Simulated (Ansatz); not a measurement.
Ansatz (an electronic-structure program) run on Rh (Fm-3m, 1 atom in the cell): self-consistent single point.

Method of the run: LDA (PW92), PAW files made with PBE (plane waves; Ansatz).

```xyz
1
Lattice="0.0000 1.8840 1.8840 1.8840 0.0000 1.8840 1.8840 1.8840 0.0000" Properties=species:S:1:pos:R:3 pbc="T T T"
Rh     0.0000     0.0000     0.0000
```

Reference input (self-consistent single point, DFT, PBE, plane waves, PAW files): basis.ecutwfc = 420 eV; kpoints.mp_grid.grid = 15 15 15; hamiltonian.xc = pbe; hamiltonian.pseudopotentials = {kind: paw} (an earlier, softer set of the program's PAW files); scf.occupations.method = gaussian; scf.occupations.width = 0.1 eV. This run's input differs from it in these lines:

Ansatz 0.2 input:
```diff
@@ -13,3 +13,3 @@
 hamiltonian:
-  xc: pbe
+  xc: lda
   pseudopotentials:
```

Log, with long lists cut:

```
SCF iter   1: F=—  HF=-6279.312708 eV  |F-HF|=—  |Δ(HF+E_count)|=         —  Δρ=1.24e-1  dr2=1.88e0  ethr=3.10e-3  ⟨swp⟩=5.0  Hψ=8336  notcnv=0
all-band conjugate gradients solve this SCF's bands
preconditioner: auto → none
SCF iter   2: F=—  HF=-6278.749088 eV  |F-HF|=—  |Δ(HF+E_count)|=   5.64e-1  Δρ=4.79e-2  dr2=1.73e-1  ethr=3.10e-3  ⟨swp⟩=2.0  Hψ=3904  notcnv=0  defer=39
SCF iter   3: F=—  HF=-6278.692386 eV  |F-HF|=—  |Δ(HF+E_count)|=   5.67e-2  Δρ=1.57e-2  dr2=9.19e-3  ethr=1.02e-3  ⟨swp⟩=2.6  Hψ=3138  notcnv=0  defer=39
SCF iter   4: F=—  HF=-6278.689829 eV  |F-HF|=—  |Δ(HF+E_count)|=   2.56e-3  Δρ=8.27e-4  dr2=4.69e-5  ethr=5.40e-5  ⟨swp⟩=2.0  Hψ=2085  notcnv=0  defer=39
SCF iter   5: F=—  HF=-6278.689831 eV  |F-HF|=—  |Δ(HF+E_count)|=   1.79e-6  Δρ=4.56e-5  dr2=8.21e-8  ethr=5.88e-10  ⟨swp⟩=5.2  Hψ=8719  notcnv=0
SCF iter   6: F=-6278.689831 eV  HF=-6278.689831 eV  |F-HF|=2.80e-9  |Δ(HF+E_count)|=   5.86e-8  Δρ=6.41e-6  dr2=4.38e-9  ethr=4.83e-10  ⟨swp⟩=4.7  Hψ=6107  notcnv=0
SCF 1 converged in 6 iterations: F = -6278.689831 eV  dr2 = 4.38e-9
Free energy (F): -6278.689831 eV
Internal energy: -6278.683198 eV  (E = F + TS)
E sigma→0 (E₀):  -6278.686514 eV
Entropy (-TS):   -0.006633 eV (-6.633 meV/atom)
Fermi energy:    22.914381 eV
--- Forces (eV/Å), atoms counted from 1 ---
  atom   1  Rh     0.00000000    -0.00000000     0.00000000
--- Stress (GPa, compression-positive) ---
       -3.430313       0.000000       0.000000
       -0.000000      -3.430313      -0.000000
        0.000000      -0.000000      -3.430313
  P = ⅓ Tr σ = -3.4303 GPa (-34.303 kbar)
  The stress holds the Pulay correction. Without it, at fixed plane waves, as pw.x and ABINIT print it: P = -3.5224 GPa
```

The run converged in 6 iterations. Against the reference run the pressure goes from 14.32 to -3.43 GPa.

The starting cell comes from a database of computed structures (which also holds hypothetical and non-ambient phases and stackings), without a prior relaxation at this level. Its lattice was rescaled by a random factor within 2.5 % of one. Spin polarisation is off. With a pressure of about -3 GPa the cell is away from its equilibrium volume at this level. Ansatz's pressure includes its estimate of the finite-basis (Pulay) stress.
